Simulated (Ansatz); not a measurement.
## InGaN2 (P3m1, No. 156, 4 atoms in the cell; start mp-1223660)

Calculation: LDA (plane waves, PAW; Ansatz, a first-principles code).

Settings: plane-wave cutoff 520 eV, 12×12×6 k mesh (along the axes of the cell as run), Fermi–Dirac smearing 0.01 eV, scalar-relativistic PAW data made under PBE.

Cell (relaxed at this level):

Space group P3m1 (No. 156); a = b = 3.3199 Å, c = 5.4540 Å, α = β = 90.00°, γ = 120.00°

```tsv
atom	site	symmetry	x	y	z
In	1a	3m.	0.0000	0.0000	0.9966
Ga	1c	3m.	0.6667	0.3333	0.4959
N	1c	3m.	0.6667	0.3333	0.1466
N	1a	3m.	0.0000	0.0000	0.6025
```

```
Property                            Value
------------  ---------------------------
band gap      0.46 eV (on the SCF k mesh)
bulk modulus                      166 GPa
```

Note: the relaxation could not lower the start's symmetry, so the cell can be a saddle point above a distorted one; the bulk modulus is −V dP/dV from two relaxed cells at ±2 % in volume.

Spin–orbit coupling is not included.

The computed numbers hold no vibrational or temperature effects.

The result took very roughly 90 core-seconds.

A start named mp-… is a Materials Project structure, which need not be a measured phase.
